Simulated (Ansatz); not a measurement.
Take BaTiO$_{3}$ in the cubic perovskite structure (space group Pm-3m, No. 221; a = 3.9346 Å) as the base. Axes: x, y, z lie along the cube axes.

Method: LDA (Ansatz, a first-principles code), spin-orbit coupling left out.

Now apply this change: every lattice vector is stretched by 0.60 %; the atoms relax in the strained cell.

Q: Predict the stress tensor and what it implies for the stiffness.

A: Stress of the strained cell less that of the base (GPa, compression positive):
```
  -3.37    0.00    0.00
   0.00   -3.37    0.00
   0.00    0.00   -3.37
```

Then B = −ΔP/(ΔV/V₀) with ΔV/V₀ = 0.0181 gives secant stiffness values (nonlinear terms included at this strain): B ≈ 186 GPa.

Whether these cells are dynamically stable was not tested. The final runs are not spin-polarised. Many cubic perovskites are stable only at high temperature; tilts and polar distortions were not tested. This is not the structure that BaTiO3 has at room temperature and ambient pressure.
